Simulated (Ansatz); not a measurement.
**NaF under a change: pressure 0.3 GPa**

Consider NaF in the rock salt structure (space group Fm-3m, No. 225; a = 4.629 Å).

Now apply this change: cell and atoms relaxed at a pressure of 0.3 GPa.

All numbers come from PBEsol (Ansatz, an electronic-structure program; PAW; 420 eV plane waves; without spin-orbit coupling). Settings: 12×12×12 k-points, 0.05 eV Fermi–Dirac smearing.

| quantity | base | changed | shift |
|---|---|---|---|
| volume per atom | 12.40 Å³ | 12.32 Å³ | -0.075 Å³ |
| density | 2.81 g/cm³ | 2.83 g/cm³ | +0.02 g/cm³ |
| lattice parameter a | 8.748 bohr | 8.730 bohr | -0.018 bohr |
| shortest interatomic distance | 4.374 bohr | 4.365 bohr | -0.009 bohr |
| enthalpy H = E + PV relative to the base's energy | – | +0.02 eV/atom | – |
| band gap | 6.20 eV | 6.23 eV | +0.03 eV |
| gap character | direct at Γ | direct at Γ | – |
| width of the top valence band | 0.58 eV | 0.59 eV | +0.01 eV |
| electron mass | 0.56 mₑ (at Γ) | 0.56 mₑ (at Γ) | – |

Final structure:

```xyz
2
Lattice="0.0000 2.3099 2.3099 2.3099 0.0000 2.3099 2.3099 2.3099 0.0000" Properties=species:S:1:pos:R:3 pbc="T T T"
Na     0.0000     0.0000     0.0000
F      2.3099     2.3099     2.3099
```

Cost of the whole job for the changed cell (relaxation, final SCF and bands): about 11 core-seconds (a rough figure).

Load acts through the strain it causes; cell and atoms are relaxed under it. Masses are band curvatures over ±0.01 Å⁻¹ around the edge. No phonon test of stability was made.
